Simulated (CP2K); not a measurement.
CP2K 2026.2, DFT, PBE, Gaussian and plane waves, DZVP-MOLOPT bases, GTH-PBE potentials: diamond-structure Si with 2 Ge on Si sites, atoms displaced (Si22Ge2), unrelaxed at the host's lattice constant, 24 atoms. Basis and mesh were picked for this test and aren't claimed converged.

```text
&GLOBAL
  PROJECT run
  RUN_TYPE ENERGY_FORCE
  PRINT_LEVEL LOW
  &TIMINGS
    THRESHOLD 0.005
  &END TIMINGS
&END GLOBAL
&FORCE_EVAL
  METHOD Quickstep
  &DFT
    BASIS_SET_FILE_NAME BASIS_MOLOPT
    POTENTIAL_FILE_NAME GTH_POTENTIALS
    &QS
      METHOD GPW
      EPS_DEFAULT 1.0E-12
    &END QS
    &MGRID
      CUTOFF 280
      REL_CUTOFF 50
    &END MGRID
    &XC
      &XC_FUNCTIONAL PBE
      &END XC_FUNCTIONAL
    &END XC
    &SCF
      SCF_GUESS ATOMIC
      EPS_SCF 1.0E-6
      MAX_SCF 150
      &DIAGONALIZATION
        ALGORITHM STANDARD
      &END DIAGONALIZATION
      &MIXING
        METHOD BROYDEN_MIXING
        ALPHA 0.4
        NBUFFER 8
      &END MIXING
      ADDED_MOS 11
      &SMEAR ON
        METHOD FERMI_DIRAC
        ELECTRONIC_TEMPERATURE [K] 300
      &END SMEAR
    &END SCF
    &KPOINTS
      SCHEME MONKHORST-PACK 2 2 2
      GAMMA_CENTERED T
    &END KPOINTS
  &END DFT
  &SUBSYS
    &CELL
      A 11.52089079 0.00000000 0.00000000
      B 3.84029693 6.65158940 0.00000000
      C 3.84029693 2.21719647 6.27117862
    &END CELL
    &COORD
      SCALED
      Si 0.99661900 0.00146500 0.00440500
      Si 0.08906500 0.12256400 0.12455000
      Si 0.99923600 0.00757700 0.49375800
      Si 0.08352500 0.12205700 0.62285100
      Si 0.99998200 0.49603700 0.00339200
      Si 0.08511600 0.61556700 0.12711000
      Si 0.08525900 0.62766900 0.62258800
      Si 0.33727700 0.00486800 0.99176800
      Si 0.41801200 0.12015300 0.12574300
      Si 0.33026100 0.00025600 0.50274200
      Si 0.41436600 0.12740600 0.62869600
      Si 0.33067000 0.49782700 0.00385100
      Si 0.41422200 0.62538800 0.12277000
      Si 0.33144200 0.49823100 0.49974400
      Si 0.41312800 0.62178400 0.62679400
      Si 0.66808100 0.00248100 0.99828000
      Si 0.75026800 0.13227800 0.13016100
      Si 0.66737700 0.00197000 0.49978000
      Si 0.75128200 0.12179400 0.62996700
      Si 0.66985100 0.49446100 0.00066700
      Si 0.75492100 0.62312800 0.12834100
      Si 0.74981500 0.63029800 0.62449200
      Ge 0.99597800 0.49703100 0.50612400
      Ge 0.66768900 0.49818300 0.49780500
    &END COORD
    &KIND Si
      ELEMENT Si
      BASIS_SET DZVP-MOLOPT-SR-GTH-q4
      POTENTIAL GTH-PBE-q4
    &END KIND
    &KIND Ge
      ELEMENT Ge
      BASIS_SET DZVP-MOLOPT-SR-GTH-q4
      POTENTIAL GTH-PBE-q4
    &END KIND
  &END SUBSYS
  &PRINT
    &FORCES ON
      NDIGITS 10
    &END FORCES
  &END PRINT
&END FORCE_EVAL
```

The program reports basis functions: 312.

It runs on a single node (Intel Xeon 6 (Granite Rapids), 96 cores on 1 socket, 2 hardware threads a core, 3 L3 cache groups, 3 NUMA nodes).

Wall times, medians of two to five repeats, each run alone on the node (launch to exit). Unless noted, each process is bound to its own block of adjacent cores. The build: conda-forge: MPICH, OpenMP, OpenBLAS, FFTW, ScaLAPACK, ELPA, COSMA, DBCSR on BLAS; another build can shift the numbers. Scratch files lie in a memory file system.

Ways to run it:
- 16 ranks
- 4 ranks
- 1 rank
- 2 ranks
- 8 ranks

Question: How does the memory of the whole job compare between these ways of running it?

Answer: Most: 16 ranks, 4.2 GiB; least: 1 rank, 1.2 GiB (peak over all processes with shared segments and scratch files, sampled up to once a second, or the high-water mark of the largest process where that is more).

```json
[
 {"way": "1 rank", "memory in all": "1.2 GiB", "wall time": "53 s"},
 {"way": "2 ranks", "memory in all": "1.4 GiB", "wall time": "29 s"},
 {"way": "4 ranks", "memory in all": "1.8 GiB", "wall time": "16 s"},
 {"way": "8 ranks", "memory in all": "2.6 GiB", "wall time": "9.5 s"},
 {"way": "16 ranks", "memory in all": "4.2 GiB", "wall time": "5.9 s"}
]
```
